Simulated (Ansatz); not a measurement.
## Ca(OH)2: biaxial strain −0.65 %, plane normal [001], relaxed out of plane

Base system: Ca(OH)2 (space group P-3m1, No. 164; a = 3.5612 Å, c = 4.7677 Å; layered). Axes: x lies along a and z along c of the hexagonal cell.

One thing is altered: biaxial strain −0.65 %, plane normal [001], relaxed out of plane (Cartesian); in-plane vectors clamped, the third vector and the atoms free.

Computed with Ansatz (a program for electronic structure) PBEsol, scalar-relativistic without spin-orbit coupling. Γ-centred 11×11×7 mesh, Fermi–Dirac width 0.05 eV.

The volume per atom shrinks by 0.10 Å³ to 10.37 Å³ and the space group stays P-3m1 (No. 164). The shortest interatomic distance is still 0.975 Å and the band gap grows by 0.05 eV (4.19 eV → 4.24 eV). The gap character stays direct at Γ and the width of the top valence band is nearly the same (0.94 eV against 0.96 eV). The electron mass goes from 0.53 mₑ along c, 0.45 mₑ across (at Γ) to 0.53 mₑ out of plane, 0.45 mₑ in plane (at Γ) and the valence-band top at Γ (three highest levels, from the VBM) becomes 0.00, 0.00, -1.21 eV (base: 0.00, 0.00, -1.22 eV). The out-of-plane strain amounts to +0.32 %.

Masses are band curvatures over ±0.01 Å⁻¹ around the edge. Stability against distortions was not tested. No dispersion term is included in the PBEsol runs.
